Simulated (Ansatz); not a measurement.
The reference is Au in the fcc (Cu type) structure (space group Fm-3m, No. 225; a = 4.157 Å).

(Cell as relaxed with PBE.)

Levels (all Ansatz, an electronic-structure program, PAW, earlier PAW set): PBE (420 eV, no spin-orbit coupling); PBEsol (420 eV, no spin-orbit coupling).

Each level relaxes its own structure.

| quantity | PBE | PBEsol |
|---|---|---|
| volume per atom | 17.96 Å³ | 17.02 Å³ |
| lattice parameter a | 4.157 Å | 4.083 Å |
| band gap | zero | zero |

PBE's volume per atom lies 0.94 Å³ above PBEsol's (5.5 %); PBE's lattice parameter a lies 0.074 Å above PBEsol's (1.8 %); the two agree on the band gap. Neither level is exact; PBEsol is the comparison here, not a measurement.

No phonon test of stability was made.
